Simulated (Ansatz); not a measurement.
Fluorite PbF₂ (high-temperature phase) was calculated with PBE (PAW; Ansatz, an electronic-structure program).

Settings: plane-wave cutoff 520 eV, 8×8×8 k mesh, perturbation theory, scalar-relativistic PAW data made under PBE.

Computed at the level's own relaxed cell.

Harmonic phonon frequencies (cm⁻¹; i marks an imaginary mode; at Γ without the LO shift):

| q point | frequencies |
|---|---|
| Γ | 0 0 0 94 94 94 236 236 236 |
| X | 48 48 97 124 142 142 157 157 315 |
| U | 47 76 100 115 125 152 161 178 304 |
| L | 42 42 94 118 118 167 207 207 281 |

No imaginary mode appears at these points.
